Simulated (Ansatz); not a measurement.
For Hf2N2O (Cc, No. 9, 10 atoms in the cell; start mp-1178187), LDA (PAW; Ansatz, a quantum-chemistry and plane-wave program) gives:

| Quantity | Result |
|---|---|
| cohesive energy | 8.55 eV/atom |
| band gap | 2.33 eV |

What does r²SCAN+rVV10 in Ansatz (plane waves, PAW) give for the same quantities?


- cohesive energy: 7.62 eV/atom (falls by 0.93 eV/atom)
- band gap: 2.83 eV (goes up by 0.50 eV)

Changes are worked out from the printed values.

Unless a cell is named, each level is at its own relaxed cell (LDA 12.12, r²SCAN+rVV10 12.47 Å³/atom).

Levels without +SOC leave out spin–orbit coupling, which shifts energies and cells of such heavy elements.

Levels without +SOC have no spin–orbit coupling; where heavier elements are present it shifts gaps, mostly down, and can invert bands. Density-functional gaps are differences of (generalised) Kohn–Sham levels.

Caveats: the relaxation could not lower the start's symmetry, so the cell can be a saddle point above a distorted one (LDA, r²SCAN+rVV10). Ansatz's density-functional and Hartree–Fock values are scalar-relativistic unless marked +SOC, with PAW data made under PBE.

A start named mp-… is a Materials Project structure, which need not be a measured phase.
